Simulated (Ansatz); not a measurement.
The parent structure is KZnF3 in the cubic perovskite structure (space group Pm-3m, No. 221; a = 4.052 Å). Axes: x, y, z lie along the cube axes.

Level of theory: PBEsol (Ansatz, a program for electronic structure, PAW, no spin-orbit coupling).

Strains are applied to the cell and any free atomic positions relax; under biaxial strain the out-of-plane vector relaxes too.

One change was made to it. Results:

```csv
quantity,base,after
"pressure (mean of the normal stresses, compression positive)",0.01 GPa,-2.50 GPa
energy relative to the base (free energy F),0 meV/atom,+10 meV/atom
smallest direct gap,5.52 eV,5.19 eV
```

Question: Which of these changes matches the shifts?
A. biaxial strain +0.60 %, plane normal [001], relaxed out of plane
B. biaxial strain +1.80 %, plane normal [001], relaxed out of plane
C. biaxial strain +2.40 %, plane normal [001], relaxed out of plane
D. biaxial strain +3.00 %, plane normal [001], relaxed out of plane
E. biaxial strain +1.20 %, plane normal [001], relaxed out of plane

Answer: D, biaxial strain +3.00 %, plane normal [001], relaxed out of plane. For comparison, the energy relative to the base in the other runs: biaxial strain +1.80 %, plane normal [001], relaxed out of plane gives +3.7 meV/atom; biaxial strain +1.20 %, plane normal [001], relaxed out of plane gives +1.7 meV/atom; biaxial strain +2.40 %, plane normal [001], relaxed out of plane gives +6.5 meV/atom; biaxial strain +0.60 %, plane normal [001], relaxed out of plane gives +0.4 meV/atom.

Stability against distortions was not tested. Many cubic perovskites are stable only at high temperature; tilts and polar distortions were not tested.
